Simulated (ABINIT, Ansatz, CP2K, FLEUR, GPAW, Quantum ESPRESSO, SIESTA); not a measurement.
One structure in several programs: CuPdO₂ (Pmmm, 4 atoms in the cell)

Self-consistent single point.

```yaml
crystal:
  lattice:
    - [2.93688, 0.00000, 0.00000]
    - [0.00000, 3.01990, 0.00000]
    - [0.00000, 0.00000, 5.26509]
  atoms:
    - { symbol: Cu, position: [0.50000, 0.50000, 0.50000] }
    - { symbol: Pd, position: [0.00000, 0.00000, 0.00000] }
    - { symbol: O, position: [0.00000, 0.50000, 0.74049] }
    - { symbol: O, position: [0.00000, 0.50000, 0.25951] }
```

All programs got the same cell, k-point mesh and kind of occupations (in Ansatz's words: kpoints.mp_grid.grid = 11 11 6; scf.occupations.method = gaussian; scf.occupations.width = 0.0037 Ry); potentials, basis and cutoffs are each program's usual ones.

```tsv
code	model	pressure (GPa)	largest force (eV/Å)	k-points	cutoff
ABINIT	LDA (PW92), PAW (JTH v2.0 LDA PAW)	-9.88	0.256	144	816 eV
Quantum ESPRESSO	LDA (PZ), GBRV 1.5 ultrasoft (LDA) pseudopotentials	-7.76	0.027	144	50 Ry
Ansatz	LDA (PW92), PAW files made with PBE	-9.32	0.124	144	default
FLEUR	LDA (Perdew-Zunger), all-electron FLAPW (FLEUR), scalar-relativistic valence	–	0.091	144	Kmax 4.7 1/bohr
CP2K	LDA (Pade form), GPW, DZVP-MOLOPT-SR-GTH basis, GTH-PADE potentials (GTH_POTENTIALS)	-8.01	0.290	364	grid 600 Ry
GPAW	LDA (Perdew-Wang 92), GPAW PAW datasets LDA (gpaw-data 1.0.1)	–	0.283	144	900 eV
SIESTA	LDA PW92, numerical atomic orbitals DZP, PseudoDojo LDA standard norm-conserving potentials (rewritten from UPF to PSML)	-8.06	0.078	369	grid 350 Ry
```

A dash marks a value that a program does not give, or that is left out as unsure.

The spread over the programs that give each value: pressure within 2.12 GPa; largest force within 0.263 eV/Å.

The starting cell comes from a database of computed structures (which also holds hypothetical and non-ambient phases and stackings), without a prior relaxation at this level. On Ansatz's run: Spin polarisation is off; with an odd number of electrons in the cell that forces a metal, and a magnetic state may lie lower. In the base run, with a pressure of about -9 GPa the cell is away from its equilibrium volume at this level.

**Question.** Why do the programs differ, and what cannot be compared?

**Answer.** Differences of this kind can come from the potentials, where these differ, and from what each basis and cutoff leave unconverged. The valence holds different numbers of electrons (ABINIT 49, Quantum ESPRESSO 47, Ansatz (a quantum-chemistry and plane-wave program) 49, FLEUR 39, CP2K 41, GPAW 39, SIESTA 49). The zero of total energies and Fermi levels follows the potentials and each program's conventions, so they are not compared here. CP2K and SIESTA use small atom-centred bases, whose incompleteness enters pressures, forces and empty levels differently from a plane-wave cutoff. FLEUR treats all electrons, but the usual bases taken here (sphere radii, linearisation, local orbitals, empty states) were not tested for convergence, so the values are no reference for the others. Ansatz's pressure is given at a fixed set of plane waves, as the other plane-wave codes print theirs; with its correction for the finite basis it is -8.82 GPa (the shift of 0.50 GPa shows how far the cutoff is from converged). Ansatz's smearing width was typed in Ry to four decimals, so it matches the others to a few per cent. The pressure of GPAW is left out: its cutoff lies under the one at which its stress was checked. The same LDA comes in different parametrisations, which differ slightly. The programs reduce the same mesh by symmetry to different extents, which changes the work and not the result. In the pressure, Quantum ESPRESSO (by 1.56), CP2K (by 1.31) and SIESTA (by 1.26) lie more than 1 GPa from the median of the plane-wave programs. In the force vectors, Quantum ESPRESSO (by 0.163), FLEUR (by 0.098), CP2K (by 0.100), GPAW (by 0.093) and SIESTA (by 0.112) lie more than 0.08 eV/Å from the median of the plane-wave programs.

Left out of this page: Elk (not drawn, or without a comparable value).

Keys are those of Ansatz 0.2.
